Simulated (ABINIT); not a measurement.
ABINIT run on CaMg7 (P-6m2, 8 atoms in the cell): self-consistent single point.

Computed with LDA (PW92), norm-conserving pseudopotentials (PseudoDojo nc-sr-04 LDA standard) (plane waves; ABINIT 10.0.3).

```xyz
8
Lattice="6.7900 0.0000 0.0000 -3.3950 5.8803 0.0000 0.0000 0.0000 5.3701" Properties=species:S:1:pos:R:3 pbc="T T T"
Ca     0.0000     0.0000     2.6850
Mg    -1.6739     2.9538     2.6850
Mg     0.0000     5.8531     2.6850
Mg     1.6739     2.9538     2.6850
Mg     0.0000     2.0017     0.0000
Mg    -1.6615     4.8795     0.0000
Mg     1.6615     4.8795     0.0000
Mg     3.3950     1.9601     0.0000
```

Reference input (self-consistent single point, DFT, PBEsol, plane waves, norm-conserving pseudopotentials (PseudoDojo nc-sr-04 PBEsol standard)): pseudos = [Ca.upf, Mg.upf]; ecut = 1143 eV; occopt = 3; tsmear = 0.00367493 Ha; ngkpt = 4 4 5; nshiftk = 1; shiftk = 0 0 0; potentials = PseudoDojo nc-sr-04 PBEsol standard; nband = 51; kptopt = 1; nstep = 100; tolvrs = 1e-10. This run's input differs from it in these lines:

```diff
@@ -1,2 +1,2 @@
-# CaMg7, PseudoDojo nc-sr-04 PBEsol standard
+# CaMg7, PseudoDojo nc-sr-04 LDA standard
 pp_dirpath "./"
```

Its files differ too (potentials: PseudoDojo nc-sr-04 PBEsol standard → PseudoDojo nc-sr-04 LDA standard).

Output (repeated stretches shortened):

```
--- !BeginCycle
solver: {iscf: 7, nstep: 100, nline: 4, wfoptalg: 0, }
tolerances: {tolvrs: 1.00E-10, }
...

     iter   Etot(hartree)      deltaE(h)  residm     vres2
 ETOT  1  -453.17989775095    -4.532E+02 3.026E-01 3.544E+02
 ETOT  2  -453.62073258979    -4.408E-01 7.346E-03 6.022E+01
 ETOT  3  -453.62520001031    -4.467E-03 2.593E-03 3.492E+00
 ETOT  4  -453.62577219541    -5.722E-04 1.444E-03 3.178E-02
 ETOT  5  -453.62577423460    -2.039E-06 1.080E-03 1.539E-03
 ETOT  6  -453.62577436785    -1.332E-07 4.980E-04 4.817E-04
 ETOT  7  -453.62577438947    -2.162E-08 8.217E-04 6.829E-05
 ETOT  8  -453.62577439401    -4.535E-09 2.764E-04 5.927E-08
 ETOT  9  -453.62577439403    -1.836E-11 3.707E-04 4.771E-09
 ETOT 10  -453.62577439405    -2.069E-11 2.672E-04 6.950E-11
 At SCF step   10       vres2   =  6.95E-11 < tolvrs=  1.00E-10 =>converged.

 Cartesian components of stress tensor (hartree/bohr^3)
  sigma(1 1)=  1.18315437E-04  sigma(3 2)=  0.00000000E+00
  sigma(2 2)=  1.18315437E-04  sigma(3 1)=  0.00000000E+00
  sigma(3 3)=  1.21107080E-04  sigma(2 1)=  9.35468279E-14

 ----iterations are completed or convergence reached----

 reduced coordinates (array xred) for    8 atoms
       0.000000000000      0.000000000000      0.500000000000
       0.004630000000      0.502315000000      0.500000000000
       0.497685000000      0.995370000000      0.500000000000
       0.497685000000      0.502315000000      0.500000000000
       0.170200000000      0.340400000000      0.000000000000
       0.170200000000      0.829800000000      0.000000000000
   [... lines left out ...]
 Fermi (or HOMO) energy (eV) =   3.30610   Average Vxc (eV)=  -8.58120
   [... lines left out ...]
total_energy        : -4.53625774394047E+02
total_energy_eV     : -1.23437850758262E+04
band_energy         : -1.04553033792832E+02
...

-Cartesian components of stress tensor (GPa)         [Pressure= -3.5083E+00 GPa]
- sigma(1 1)=  3.48095976E+00  sigma(3 2)=  0.00000000E+00
- sigma(2 2)=  3.48095976E+00  sigma(3 1)=  0.00000000E+00
- sigma(3 3)=  3.56309271E+00  sigma(2 1)=  2.75224223E-09

 Calculation completed.
```

The run converged in 10 iterations. Against the reference run the pressure goes from -2.43 to -3.51 GPa and the largest force goes from 0.096 to 0.088 eV/Å.

The starting cell comes from a database of computed structures (which also holds hypothetical and non-ambient phases and stackings), without a prior relaxation at this level. Its lattice was rescaled by a random factor within 2.5 % of one. With a pressure of about -4 GPa the cell is away from its equilibrium volume at this level.

Cost on one core of a shared machine: roughly 5 min.
